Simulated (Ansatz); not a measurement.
The decay constant κ of evanescent states in the gap governs leakage through a thin film.

```xyz
12
Lattice="5.2281 0.0000 0.0000 0.0000 5.3297 0.0000 0.0000 0.8451 5.0842" Properties=species:S:1:pos:R:3 pbc="T T T"
Zr     0.2204     1.7287     3.6794
Zr     5.0077     4.4461     1.4048
Zr     2.8344     1.7812     1.4048
Zr     2.3937     4.3935     3.6794
O      4.3587     0.8908     0.3519
O      0.8694     5.2839     4.7324
O      1.7447     2.6191     4.7324
O      3.4834     3.5557     0.3519
O      3.8823     5.6810     2.7999
O      1.3458     0.4937     2.2843
O      1.2682     3.1586     2.2843
O      3.9599     3.0162     2.7999
```

Space group of this cell: P2_1/c. The cell is taken as given.

Transport runs along the normal of the first two printed cell vectors.

No gap correction and no spin-orbit coupling; mid-gap values are interpolated between computed energies.

Estimate the band gap and the smallest decay constant κ at mid-gap that r2SCAN (Ansatz, a first-principles code) returns for this system.

Gap 4.14 eV on a 6×6×6 mesh; κ = 0.371 1/Å, at the zone centre.
